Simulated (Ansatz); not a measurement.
Input:

```
CdSe
1.0
    4.26465     0.00000     0.00000
   -2.13233     3.69330     0.00000
    0.00000     0.00000     6.96493
Cd Se
2 2
Direct
  0.33333   0.66667   0.99977
  0.66667   0.33333   0.49977
  0.33333   0.66667   0.37523
  0.66667   0.33333   0.87523
```

Computed with r2SCAN with spin-orbit coupling, rigid bands (plane waves, PAW; Ansatz, a quantum-chemistry and plane-wave program). Condition of this run: hydrostatic pressure of 1.4 GPa (compression positive) (the target of the relaxation). Cell: cell and atoms relaxed with PBEsol, then loaded as said.

Predict the electron conductivity mass (n e² τ/σ) at 300 K, by direction if it differs.

0.116 (x), 0.116 (y), 0.107 (z) mₑ.

What conductivity effective mass do dilute holes have at 300 K?

0.82 (x), 0.82 (y), 1.13 (z) mₑ.

And the band gap?

1.11 eV at this level; semilocal functionals usually fall short of the measured gap.

Rigid bands, one relaxation time for all states, no polarons. Geometry: cell and atoms relaxed with PBEsol.
